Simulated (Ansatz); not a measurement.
We consider α-phase CO, described by LDA (PAW; Ansatz, an electronic-structure program).

Settings: plane-wave cutoff 520 eV, 6×6×6 k mesh, perturbation theory, scalar-relativistic PAW data made under PBE.

Computed at the level's own relaxed cell.

What does this level give for the electronic dielectric constant ε∞ and static dielectric constant?


- electronic dielectric constant ε∞ = 1.98
- static dielectric constant = 2.01

Note: the volume lies 22 % below that of the published cell.

The result took roughly 13 core-minutes.
